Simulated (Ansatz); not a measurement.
Relaxation of the outer planes of the (100) surface of zinc-blende BP in its 1x1 cell (cut with top plane P, bottom plane P), relaxed from an ideal cut (the real face may reconstruct), outermost plane spacing 1.14 Å in the ideal cut (one of several cuts of this face), with 1 P a cell over the bulk's ratio.

Computed with PBE (plane waves to 420 eV, PAW; Ansatz, a first-principles code).

Set-up: 11 atoms, B5P6, 11.4 Å thick at the start; mesh 8x8x1; 0.025 eV smearing; dipole correction on; all atoms relaxed; held to the start's symmetry, so lower structures may exist; spin-polarised from one start with parallel moments (other orders not tried), no spin-orbit, no U. The slab shows no gap on its mesh. The starting moment vanished.

| plane | atoms | bulk spacing to the next (Å) | relaxed spacing (Å) | change (%) | rumpling (Å) |
|---|---|---|---|---|---|
| 1 | P | 1.137 | 1.129 | -0.7 | 0.00 |
| 2 | B | 1.137 | 1.137 | 0.0 | 0.00 |
